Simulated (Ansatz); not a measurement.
How the lattice constant a of IrB₂ (model structure, P6₃/mmc, No. 194, 6 atoms in the cell) moves with the method

No measured value is used here.

| level (code) | value (Å) |
|---|---|
| LDA (Ansatz) | 3.029 |
| PBE (Ansatz) | 3.067 |
| PBEsol (Ansatz) | 3.047 |
| PBE-D3(BJ) (Ansatz) | 3.028 |
| r²SCAN+rVV10 (Ansatz) | 3.052 |

Density-functional levels without +SOC have no spin–orbit coupling. LDA, PBE, PBEsol, PBE-D3(BJ), r²SCAN+rVV10: the run has no spin polarisation, so it can have missed a magnetic state. Cutoffs differ between the levels. Ansatz's density-functional and Hartree–Fock values are scalar-relativistic unless marked +SOC, with PAW data made under PBE.

A model structure was made by putting elements into a prototype or built by hand; it is no filed structure, need not be a known phase, and can be a saddle point held by its symmetry.

Ansatz is a first-principles code.
